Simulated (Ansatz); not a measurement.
The structure below was relaxed with Kohn–Sham DFT with the r2SCAN functional, run in Ansatz (a first-principles code) with PAW and 500 eV plane waves, no spin-orbit coupling.

```
Zr3TiSi8
1.0
    7.29735     0.00000     0.00000
    0.00000     3.63880     0.00000
   -1.82113     0.00000     7.29265
Si Zr Ti
8 3 1
Direct
  0.98294   0.00000   0.88395
  0.45945   0.00000   0.88519
  0.52023   0.50000   0.09798
  0.02849   0.50000   0.09673
  0.62631   0.00000   0.50275
  0.12740   0.00000   0.51125
  0.88034   0.50000   0.50589
  0.37297   0.50000   0.50875
  0.80382   0.00000   0.21129
  0.30271   0.00000   0.21485
  0.69838   0.50000   0.79285
  0.19697   0.50000   0.78852
```

Find the space group and the Wyckoff positions.

Space group Pm (No. 6); a = 7.297 Å, b = 3.639 Å, c = 7.517 Å, α = γ = 90.00°, β = 104.02°

```csv
atom,site,symmetry,x,y,z
Si,1a,m,0.9829,0.0000,0.8840
Si,1a,m,0.4594,0.0000,0.8852
Si,1b,m,0.5202,0.5000,0.0980
Si,1b,m,0.0285,0.5000,0.0967
Si,1a,m,0.6263,0.0000,0.5028
Si,1a,m,0.1274,0.0000,0.5112
Si,1b,m,0.8803,0.5000,0.5059
Si,1b,m,0.3730,0.5000,0.5087
Zr,1a,m,0.8038,0.0000,0.2113
Zr,1a,m,0.3027,0.0000,0.2148
Zr,1b,m,0.6984,0.5000,0.7929
Ti,1b,m,0.1970,0.5000,0.7885
```

Describe the coordination.

The crystal has 12 atoms in its conventional cell. Lattice parameters: a = 7.2974 Å, b = 3.6388 Å, c = 7.5166 Å, α = 90.00°, β = 104.02°, γ = 90.00°. Si1 is surrounded by 2 Si at 2.392 Å and 2 Ti at 2.609 Å and 2 Zr at 2.721 Å and 2 Zr at 2.970–3.053 Å. Si2 is coordinated by 2 Si at 2.392 Å and 2 Ti at 2.614 Å and 2 Zr at 2.724 Å and 2 Zr at 2.970–3.056 Å. Si3 is coordinated by 2 Si at 2.392 Å and 4 Zr at 2.698–2.732 Å and 1 Zr at 2.897 Å and 1 Ti at 2.884 Å. Si4 is coordinated by 2 Si at 2.392 Å and 4 Zr at 2.691–2.725 Å and 1 Zr at 2.890 Å and 1 Ti at 2.874 Å. Si5 is surrounded by 4 Si at 2.593–2.602 Å and 4 Zr at 2.790–2.802 Å. Si6 is coordinated by 4 Si at 2.555–2.557 Å and 2 Ti at 2.720 Å and 2 Zr at 2.825–2.842 Å. Si7 sees 4 Si at 2.555–2.593 Å and 1 Ti at 2.734 Å and 3 Zr at 2.793–2.815 Å. Si8 is coordinated by 4 Si at 2.557–2.602 Å and 1 Ti at 2.717 Å and 3 Zr at 2.782–2.811 Å. 4 further independent sites are not listed. (Neighbours: up to the widest gap in distance over summed covalent radii, below 1.35, at either atom; cation-cation and far metal-metal contacts left out.)

These are small ordered cells, not random alloys; other orderings at the same x differ. Whether these cells are dynamically stable was not tested. The final runs are not spin-polarised. The cell was made from ZrSi2 by this change: x(Ti) = 0.25, 12 atoms, Pm.
